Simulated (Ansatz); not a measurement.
Surface dipole against coverage: Na on fcc Rh (111)

One Na atom in each cell of a four-layer slab of fcc Rh (111), started at a threefold hollow (fcc) site; the adatom and the upper two layers relax, with a dipole correction. Δφ is the change of the top face's work function against the clean slab's 5.15 eV. By the Helmholtz relation an adatom's dipole is μ = |Δφ|/(0.377 eV × n) in debye, for n adatoms per nm². In Topping's model neighbouring dipoles depolarise each other, so that 1/μ = (1 + 9α·n^(3/2))/μ0 is a line in x = n^(3/2). Method: PBE (plane waves to 420 eV, PAW; Ansatz, a quantum-chemistry and plane-wave program). All cells sample the k points of the 1×1 cell's 12×12×1 mesh, with Fermi-Dirac smearing of 0.1 eV (energies taken to zero smearing), without spin polarisation or spin-orbit coupling.

| cell | x (nm⁻³) | 1/μ (1/D) | n (nm⁻²) | Δφ (eV) |
|---|---|---|---|---|
| 4×3 | 1.50 | 0.279 | 1.31 | -1.77 |
| 3×3 | 2.32 | 0.294 | 1.75 | -2.24 |
| 4×2 | 2.77 | 0.314 | 1.97 | -2.36 |
| 3×2 | 4.24 | 0.342 | 2.62 | -2.89 |
| 2×2 | 7.82 | ? | 3.94 | ? |

Fit 1/μ of the 4 rows that show it with a straight line. With u = x - 2.7, the rows have u = -1.2000, -0.3800, 0.0700, 1.5400. Means: u 0.0075000, 1/μ 0.3073. About the means, the sum of products is 0.092923 and the sum of squares of u is 3.9607; the slope is their ratio. Least squares gives 1/μ = 0.3071 + 0.02346·u. Residuals (row less fit): 0.0001, -0.0042, 0.0053, -0.0012; standard error 0.0048 (degrees of freedom: 2). At x = 0 the line gives 1/μ0 = 0.244, so a lone adatom carries about 4.1 D, its positive end outward; slope over intercept is 9α, which puts α at roughly 11 Å³, a figure that hangs on Δφ's last digit.

Q: Predict the withheld 1/μ at x = 7.82 from the fit, and compare with the calculation.

A: u = 5.1200, so 1/μ = 0.3071 + 0.02346 × 5.1200 = 0.4272 1/D. The calculation gives 0.438 1/D, 0.0108 1/D above the prediction (6.8 % of the range of 1/μ in the table). The row lies outside the fitted rows, so this is an extrapolation.

The model takes a square or triangular net of point dipoles; the 4×2, 3×2 and 4×3 nets are stretched, and dense layers bond among themselves. Only series are tabulated where Δφ keeps its sign and exceeds 0.12 eV, and the fitted rows scatter about the line by under a tenth of the table's range (standard error).

As a change of work function, the prediction is 0.377 × 3.94/0.427 = 3.48 eV in size, against 3.39 eV from the run.

Each row is one calculation, so residuals can be the form's limits or numerical noise.
